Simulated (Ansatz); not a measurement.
## Hypothetical CdI2 type MnF2: thickness series

The parent structure is MnF2 in the CdI2 type structure (space group P-3m1, No. 164; a = 3.303 Å, c = 4.086 Å; ferromagnetic; a hypothetical phase, not in the database extracts checked; layered, stacked along the Cartesian z axis).

Free-standing slabs (3 atom(s) a layer) normal to the stacking axis with 15 Å of vacuum; in-plane cell relaxed.

All numbers come from r2SCAN+rVV10, PAW, 500 eV (Ansatz, a program for electronic structure; no spin-orbit coupling).

```json
[
 {"number of layers": "1", "band gap (eV)": "3.02"},
 {"number of layers": "2", "band gap (eV)": "?"},
 {"number of layers": "3", "band gap (eV)": "2.45"},
 {"number of layers": "4", "band gap (eV)": "2.37"}
]
```

### Question
Fit E_g(N) = E_bulk + A N^(−s) with E_bulk = 2.22 eV, fitted as a line in log–log form to the rows shown and predict the withheld row.

### Answer
Least squares on the printed values gives A = 0.81 eV, s = 1.19 (largest residual 0.01 eV); this predicts 2.57 eV, and the run gives 2.61 eV, 0.04 higher.

Whether these cells are dynamically stable was not tested. No Hubbard U is applied and the magnetic state is the run's own (MnF2 ferromagnetic); other magnetic orders, which need larger cells, were not tried and can change the gap.
